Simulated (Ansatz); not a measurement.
# Parameter sweep on Zr (Im-3m, 1 atom in the cell)

```
Zr
1.0
   -1.81000     1.81000     1.81000
    1.81000    -1.81000     1.81000
    1.81000     1.81000    -1.81000
Zr
1
Direct
  0.00000   0.00000   0.00000
```

Base run A: LDA (PW92), default PAW files made with PBE run with Ansatz (a first-principles code), self-consistent single point.

Its settings: basis.ecutwfc = 30.9 Ry; kpoints.mp_grid.grid = 10 10 10; hamiltonian.xc = lda; hamiltonian.pseudopotentials = {kind: paw} (the program's default PAW files); scf.occupations.method = cold; scf.occupations.width = 0.0037 Ry.

The starting cell comes from a database of published, mostly measured structures (it also holds non-ambient and calculated ones), without a prior relaxation at this level. In the base run, with a pressure of about -10 GPa the cell is away from its equilibrium volume at this level. Ansatz's pressure includes its estimate of the finite-basis (Pulay) stress.

ΔF is the free energy per atom less that of run A. 

Run A gave: pressure (GPa) -10.05; iterations 5.

Runs:
- B: scf.mixing.algorithm, scf.mixing.ndim = anderson, default
- C: scf.mixing.algorithm, scf.mixing.ndim = anderson, 1
- D: scf.mixing.algorithm, scf.mixing.ndim = broyden, default
- E: scf.mixing.algorithm, scf.mixing.ndim = broyden, 20
- F: scf.mixing.algorithm, scf.mixing.ndim = msr1, default
- G: scf.mixing.algorithm, scf.mixing.ndim = msr1, 20

Task: Which runs reach the base run's state, and which is quickest in iterations?

Result: Runs B, C, D, E, F, G reached the same state as A (within 1 meV/atom). The fewest iterations to that state were 5 (A, B, D, E, F, G); the most were 9.

```csv
run,ΔF (meV/atom),pressure (GPa),iterations
A,0.00,-10.05,5
B,0.00,-10.05,5
C,0.00,-10.05,9
D,0.00,-10.05,5
E,0.00,-10.05,5
F,0.00,-10.05,5
G,0.00,-10.05,5
```

Keys are those of Ansatz 0.2.
